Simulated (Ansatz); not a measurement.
System: interstitial N in rutile TiO2 (charge state -1). All values below come from PBE, PAW (plane waves to 420 eV; Ansatz, an electronic-structure program).

Settings: 72 host sites, the relaxed PBE lattice, one k-point at (0.250, 0.250, 0.250), smearing 0.01 eV, spin-restricted, no image-charge correction. No zero-point or tunnelling terms. The charge state is imposed; whether it is stable for some Fermi level was not computed. Sites that were not tried may lie lower.

Barriers: single points on a 2×2×2 k-point mesh shifted by half a step at the bands' geometries.

A. a concerted move, in which N travels most; the atom moves 2.95 Å along (0.00, 0.00, -0.99) of the unit cell; at the start the N atom holds a host O site and a host atom stands off its site; at the end the N atom holds a host O site and a host atom stands off its site; the moving atom starts with neighbours O at 1.42; 2 Ti at 2.03, Ti at 2.09 Å and ends with O at 1.42; 2 Ti at 2.03, Ti at 2.09 Å; saddle order not checked.
B. a concerted move, in which O travels most; the atom moves 1.60 Å along (-0.24, -0.24, 0.01) of the unit cell; at the start the N atom holds a host O site and a host atom stands off its site; at the end the N atom holds a host O site and a host atom stands off its site; the moving atom starts with neighbours N at 1.41; Ti at 2.04, Ti at 2.06, Ti at 2.17 Å and ends with N at 1.42; 2 Ti at 2.05, Ti at 2.17 Å; saddle order not checked.

Task: Order them by forward barrier (lowest first) at the level PBE, PAW.

Result: B (0.91 eV), A (2.02 eV)
